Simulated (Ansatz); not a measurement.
The parent structure is TiB₂ (space group P6/mmm, No. 191; a = 3.017 Å, c = 3.185 Å). Axes: x lies along a and z along c of the hexagonal cell.

Calculations: DFT with PBEsol, PAW potentials and a 420 eV plane-wave cutoff in Ansatz (a quantum-chemistry and plane-wave program), no spin-orbit coupling.

Base values:

* **Pressure**: 0.0 GPa
* **Shortest interatomic distance**: 1.742 Å
* **Band gap**: zero

Now apply this change: uniaxial strain ε_zz = −3.48 %, all other strain components held at zero; the atoms relax in the strained cell.

Q: What does the calculation give for the pressure, energy relative to the base, shortest interatomic distance and band gap after the change?

A: The pressure (mean of the normal stresses, compression positive) goes from zero to 9.0 GPa; the energy grows by 16 meV/atom; the shortest interatomic distance remains 1.742 Å; the band gap remains zero.

A case with no gap was solved on a k-mesh chosen for an insulator, which is coarse for it. Without a gap, meshes like the base's 13×13×10 leave anisotropic stresses uncertain by several tenths of a GPa, and small strain energies with them. Stability against distortions was not tested. All final runs are without spin polarisation.
